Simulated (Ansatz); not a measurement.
The reference is SiC (space group P6_3mc, No. 186).

```xyz
8
Lattice="3.0776 0.0000 0.0000 -1.5388 2.6653 0.0000 0.0000 0.0000 10.0763" Properties=species:S:1:pos:R:3 pbc="T T T"
Si     0.0000     0.0000     0.0031
Si     0.0000     0.0000     5.0412
Si     1.5388     0.8884     7.5597
Si     0.0000     1.7769     2.5216
C      0.0000     0.0000     8.1907
C      0.0000     0.0000     3.1526
C      1.5388     0.8884     5.6650
C      0.0000     1.7769     0.6268
```

Cartesian axes are those of the cell as printed.

All numbers come from r2SCAN in Ansatz (plane waves to 500 eV, PAW, scalar-relativistic without spin-orbit coupling).

Before the change:

| Property | Value |
|---|---|
| Smallest direct gap | 3.78 eV |
| Valence-band top at Γ | 0.00, 0.00, -0.05 eV |
| Shortest interatomic distance | 188.3 pm |
| Gap character | indirect, Γ → M |

It is then changed as follows: biaxial strain +0.22 %, plane normal [001], relaxed out of plane (Cartesian); in-plane vectors clamped, the third vector and the atoms free.

Problem. What does the calculation give for the smallest direct gap, valence-band top at Γ, shortest interatomic distance and gap character after the change?

Solution. The smallest direct gap remains 3.78 eV; the valence-band top at Γ (three highest levels, from the VBM) goes from 0.00, 0.00, -0.05 eV to 0.00, 0.00, -0.03 eV; the shortest interatomic distance goes up by 0.3 pm, from 188.3 pm to 188.6 pm; the gap character stays indirect, Γ → M.

Stability against distortions was not tested.

Ansatz is an electronic-structure program.
